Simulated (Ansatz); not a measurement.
Base system: HfO₂ (space group Pca2_1, No. 29; a = 5.228 Å, b = 5.017 Å, c = 5.042 Å). Axes: x, y, z lie along a, b, c of the conventional cell.

All numbers come from Kohn–Sham DFT with the PBEsol functional, run in Ansatz (a program for electronic structure) with PAW and 420 eV plane waves, no spin-orbit coupling.

For the base:

The pressure is 0.00 GPa.

Modification: biaxial strain +2.71 %, plane normal [001], relaxed out of plane (Cartesian); in-plane vectors clamped, the third vector and the atoms free.

Task: Estimate the effect on the pressure and ratio −ε⊥/ε∥.

Result: The pressure (mean of the normal stresses, compression positive) goes from zero to -7.19 GPa; the ratio −ε⊥/ε∥ amounts to 0.56.

Stability against distortions was not tested. This is not the structure that HfO2 has at room temperature and ambient pressure.
